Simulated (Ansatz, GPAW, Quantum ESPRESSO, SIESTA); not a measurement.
# Code comparison for NaMg₆Si (Amm2, 8 atoms in the cell)

Self-consistent single point.

```yaml
crystal:
  lattice:
    - [5.01920, 0.00000, 0.00000]
    - [0.00000, 3.16927, 5.55771]
    - [0.00000, -3.16927, 5.55771]
  atoms:
    - { symbol: Na, position: [0.50000, 0.66692, 0.66692] }
    - { symbol: Mg, position: [0.50000, 0.66805, 0.16499] }
    - { symbol: Mg, position: [0.50000, 0.16499, 0.66805] }
    - { symbol: Mg, position: [0.00000, 0.83984, 0.32912] }
    - { symbol: Mg, position: [0.00000, 0.32912, 0.83984] }
    - { symbol: Mg, position: [0.00000, 0.33157, 0.33157] }
    - { symbol: Mg, position: [0.00000, 0.83494, 0.83494] }
    - { symbol: Si, position: [0.50000, 0.16458, 0.16458] }
```

Shared settings, as Ansatz (an electronic-structure program) writes them: kpoints.mp_grid.grid = 4 3 3; scf.occupations.method = gaussian; scf.occupations.width = 0.01 Ry. Potentials and cutoffs stand in the table.

```tsv
code	model	pressure (GPa)	largest force (eV/Å)	cutoff
Quantum ESPRESSO	LDA (PZ), GBRV 1.5 ultrasoft (LDA) pseudopotentials	-2.12	0.203	40 Ry
SIESTA	LDA PW92, numerical atomic orbitals DZP, PseudoDojo LDA standard norm-conserving potentials (rewritten from UPF to PSML)	0.27	0.210	grid 400 Ry
GPAW	LDA (Perdew-Wang 92), GPAW PAW datasets LDA (gpaw-data 1.0.1)	-2.10	0.204	850 eV
Ansatz	LDA (PW92), PAW files made with PBE	-2.13	0.203	default
```

Size of the force on each atom (eV/Å): Sizes of forces hide their directions.

```tsv
code	Na1	Mg2	Mg3	Mg4	Mg5	Mg6	Mg7	Si8
Quantum ESPRESSO	0.011	0.020	0.020	0.203	0.203	0.168	0.057	0.046
SIESTA	0.003	0.011	0.011	0.193	0.193	0.210	0.030	0.031
GPAW	0.012	0.021	0.021	0.204	0.204	0.169	0.056	0.046
Ansatz	0.012	0.020	0.020	0.203	0.203	0.167	0.056	0.046
```

The spread over the programs that give each value: pressure within 2.40 GPa; largest force within 0.007 eV/Å.

SIESTA uses small atom-centred bases, whose incompleteness enters pressures, forces and empty levels differently from a plane-wave cutoff. Ansatz's pressure is given at a fixed set of plane waves, as the other plane-wave codes print theirs. The same LDA comes in different parametrisations, which differ slightly. In the pressure, SIESTA (by 2.39) lies more than 1 GPa from the median of the plane-wave programs. In the force vectors, SIESTA (by 0.086) lies more than 0.08 eV/Å from the median of the plane-wave programs.

The starting cell comes from a database of computed structures (which also holds hypothetical and non-ambient phases and stackings), without a prior relaxation at this level.

Left out of this page: CP2K (unsound by tests on forces, stress, charge or solver warnings).

Keys are those of Ansatz 0.2.
